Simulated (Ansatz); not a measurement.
Consider CaTiO3 in the cubic perovskite structure (space group Pm-3m, No. 221; a = 3.8414 Å; a model cell).

The values are results of PBEsol, PAW, 420 eV (Ansatz, a program for electronic structure; no spin-orbit coupling), earlier PAW set, not measurements.

Before the change:

```
Quantity                         Result
-------------------  ------------------
Magnetic state       not spin-polarised
Lattice parameter a             3.841 Å
```

Now apply this change: full substitution O → F; the structure is relaxed again.

Tabulated Pauling electronegativity and covalent radius: O 3.44, 0.66 Å; F 3.98, 0.57 Å.

Question: What happens to the magnetic state?

Answer: The magnetic state becomes ferromagnetic (base: not spin-polarised).

Question: How does this affect the lattice parameter a?

Answer: The lattice parameter a goes up by 0.3521 Å (3.841 Å → 4.194 Å).

The magnetic state is the one reached from the starting moments; the real material's order can differ, and small cells can't hold many antiferromagnetic ones. No phonon test of stability was made. As relaxed here, CaTiF3 is a hypothetical phase, not in the database extracts checked. No Hubbard U is applied, and correlation can decide whether such a compound is a metal. Spin-polarised in the final run: CaTiF3; the other runs are not. Many cubic perovskites are stable only at high temperature; tilts and polar distortions were not tested.
